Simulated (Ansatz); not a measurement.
Abridged Ansatz (a first-principles code) output:

```
Relaxation: its limit of steps is 50 (relax.max_steps)
Pseudopotential: Mg, paw, valence charge 10
Pseudopotential: B, paw, valence charge 3
Crystal: 3 atoms, lattice volume = 30.637 Å³
Basis set: ecut = 420 eV, 565 PW (Γ), exchange–correlation on 48×48×50 points (8 copies of the dense FFT grid, shifted against one another)
Bands: 12, of which v1, the nominal top of the filled ones, is band 8 counted from 1 (7 counted from 0)
Symmetry: 24 space group operations
k-points: 468 of 7744
Functional: x = pbe(κ = 0.804, μ = 0.2195149727645171), c = pbe(β = 0.06672455060314922)
SCF iter   1: F=—  HF=-2235.986897 eV  |F-HF|=—  |Δ(HF+E_count)|=         —  Δρ=1.01e-3  dr2=1.68e-4  ethr=1.77e-3  ⟨swp⟩=5.0  Hψ=29463  notcnv=0
SCF iter   2: F=—  HF=-2235.987691 eV  |F-HF|=—  |Δ(HF+E_count)|=   7.94e-4  Δρ=6.16e-4  dr2=7.85e-5  ethr=1.05e-6  ⟨swp⟩=3.1  Hψ=14637  notcnv=0
SCF 1 converged in 8 iterations: F = -2235.987742 eV  dr2 = 8.84e-12
relax step   1: F+E_penalty+E_count = -2235.98774202 eV  Δ(F+E_penalty+E_count) = +0.000e0 eV  max|allowed force component| = 3.115e-16 eV/Å  Δτ_max = 0.0000 Å  (8 SCF iters, accepted)
SCF converged after 8 iterations
Free energy (F): -2235.987742 eV
Internal energy: -2235.964528 eV  (E = F + TS)
E sigma→0 (E₀):  -2235.976135 eV
Entropy (-TS):   -0.023214 eV (-7.738 meV/atom)
Fermi energy:    8.627552 eV
--- Forces (eV/Å), atoms counted from 1 ---
  atom   1  Mg    -0.00000000    -0.00000000     0.00000000
  atom   2  B      0.00000000    -0.00000000     0.00000000
  atom   3  B      0.00000000     0.00000000     0.00000000
--- Stress (GPa, compression-positive) ---
       -9.218062      -0.000000       0.000000
        0.000000      -9.218062       0.000000
        0.000000       0.000000      -5.856413
  P = ⅓ Tr σ = -8.0975 GPa (-80.975 kbar)
--- Relaxed structure (1 steps of the walk, 1 accepted, 0 SCFs on fresh bases) ---
  atoms:
    - { symbol: Mg, position: [0.0, 0.0, 0.0] }
    - { symbol: B, position: [0.6666666666666665, 0.3333333333333333, 0.5] }
    - { symbol: B, position: [0.3333333333333333, 0.6666666666666666, 0.5] }
```

Problem. What was computed, and what are the main results?

Solution. MgB2, 3 atoms in the cell, with Kohn–Sham DFT with the PBE functional, run in Ansatz with PAW and 420 eV plane waves, no SOC. The last SCF converged to F = -2235.987742 eV, or -745.3292 eV per atom, at a pressure of -8.10 GPa. The total energy compares only with runs of the same code, potentials and settings.

The cells carry an imposed strain or load. Stability against distortions was not tested. All final runs are without spin polarisation. The cell was made from MgB$_{2}$ (space group P6/mmm, No. 191) by this change: isotropic strain +2.00 %.

Keys are those of Ansatz 0.2.
